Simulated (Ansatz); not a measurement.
A computed series for Ge: alloy series

Start from Ge in the diamond structure (space group Fd-3m, No. 227; a = 5.674 Å).

The other end (x = 1) is Si in the diamond structure (space group Fd-3m, No. 227): 20.17 Å³/atom, gap 0.78 eV.

Si replaces a fraction x of Ge; each row is one arrangement (x, atoms in the cell, starting space group or random), fully relaxed.

Levels (all Ansatz, a quantum-chemistry and plane-wave program, PAW): r2SCAN (500 eV, without spin-orbit coupling); HSE06 (420 eV, without spin-orbit coupling).

Band gaps by level, all at the geometries relaxed with r2SCAN:

| case | r2SCAN | HSE06 |
|---|---|---|
| base | 0.36 eV | 0.77 eV |
| x(Si) = 0.25, 8 atoms, Pmma | 0.55 eV | ? |
| x(Si) = 0.5, 8 atoms, Cm | 0.73 eV | 1.05 eV |
| x(Si) = 0.625, 8 atoms, Cm | 0.76 eV | ? |

What belongs in the blanks?


- x(Si) = 0.25, 8 atoms, Pmma, HSE06: 0.91 eV
- x(Si) = 0.625, 8 atoms, Cm, HSE06: 1.10 eV

Single points use the geometry relaxed with r2SCAN. HSE06 was sampled on its mesh, a few special points and the semilocal edge points, so its gap is an upper bound. These are small ordered cells, not random alloys; other orderings at the same x differ. Whether these cells are dynamically stable was not tested.
